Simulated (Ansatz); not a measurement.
An ideal cubic perovskite cell is held by its symmetry; such compounds can tilt or shift off centre at room temperature.

Crystal: CsSnI3 (Pm-3m, cubic perovskite, 5 atoms a cell, 49.7 Å³ an atom); both levels run on this one cell.

Complex bands along the normal of (001) by Ansatz (plane waves, PAW, no spin-orbit coupling). r2SCAN gives a gap of 0.60 eV and a slowest mid-gap decay of 0.042 1/Å.

Task: What does PBE give on the same cell, and what does that do to the current through 2 nm?

Result: Gap 0.48 eV, κ = 0.036 1/Å. The mid-gap transmission through 2 nm changes by exp(2 × 20 × (0.042 − 0.036)) = a factor of 1.3 against r2SCAN.

Ansatz is a first-principles code.
